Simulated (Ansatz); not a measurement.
Te, response to strain

Take Te (space group P3_121, No. 152; made of chains) as the base.

```xyz
3
Lattice="4.5211 0.0000 0.0000 -2.2606 3.9154 0.0000 0.0000 0.0000 5.9549" Properties=species:S:1:pos:R:3 pbc="T T T"
Te     1.2122     0.0000     1.9850
Te    -0.6061     1.0498     3.9699
Te     1.6544     2.8656     0.0000
```

Cartesian axes are those of the cell as printed.

Strains are applied to the cell and any free atomic positions relax; under biaxial strain the out-of-plane vector relaxes too.

Calculations: Ansatz (an electronic-structure program) PBE, no SOC, earlier PAW set.

| biaxial strain, plane normal [001], relaxed out of plane (%) | out-of-plane strain (%) |
|---|---|
| 0 | 0.00 |
| 0.61 | -0.37 |
| 1.64 | -0.98 |
| 3.38 | ? |
| 3.71 | -2.08 |

### Question
Fit ε⊥ = −νε + γε² (strains in %) to the rows shown and predict the withheld row.

### Answer
Least squares on the printed values gives ν = 0.62 (the biaxial Poisson response) and γ = 0.017 (largest residual 0.00 %); this predicts -1.91 %, and the run gives -1.92 %, in agreement.

Whether these cells are dynamically stable was not tested. No dispersion term is included, though the crystal is made of layers, chains or molecules, so its spacings can come out too wide.
